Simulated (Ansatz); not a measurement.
Take CdTe in the zinc blende structure (space group F-43m, No. 216; a = 6.409 Å) as the base. Axes: x, y, z lie along the cube axes.

All numbers come from LDA/PAW in Ansatz (a quantum-chemistry and plane-wave program), no SOC.

Before the change:

| Quantity | Value |
|---|---|
| Valence-band top at Γ | 0.00, 0.00, 0.00 eV |

The change: the cell is stretched by 3.00 % along z with no lateral relaxation, atoms relaxed at fixed cell.

Q: How does this affect the valence-band top at Γ and stress?

A: The valence-band top at Γ (three highest levels, from the VBM) becomes 0.00, 0.00, -0.10 eV (base: 0.00, 0.00, 0.00 eV); the stress (xx, yy, zz, yz, xz, xy; compression positive) comes out as (-1.08, -1.08, -1.69, 0.00, 0.00, 0.00) GPa.

With Te present, leaving out spin-orbit coupling can change the band edges. The levels and masses belong to the bands next to the band gap. The cells carry an imposed strain or load. No phonon test of stability was made.
